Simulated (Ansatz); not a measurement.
The reference is IrO$_{2}$ in the rutile structure (space group P4_2/mnm, No. 136; a = 4.5293 Å, c = 3.1798 Å).

Method: Ansatz (a first-principles code) PBE, without spin-orbit coupling.

Before the change:

- Lattice parameter a = 4.529 Å

Perturbation: a hydrostatic pressure of 1.5 GPa.

### Question
What does the calculation give for the lattice parameter a after the change?

### Answer
The lattice parameter a decreases by 0.010 Å (4.529 Å → 4.519 Å).

Load acts through the strain it causes; cell and atoms are relaxed under it. No phonon test of stability was made. No Hubbard U is applied, and correlation can decide whether such a compound is a metal. All final runs are without spin polarisation.
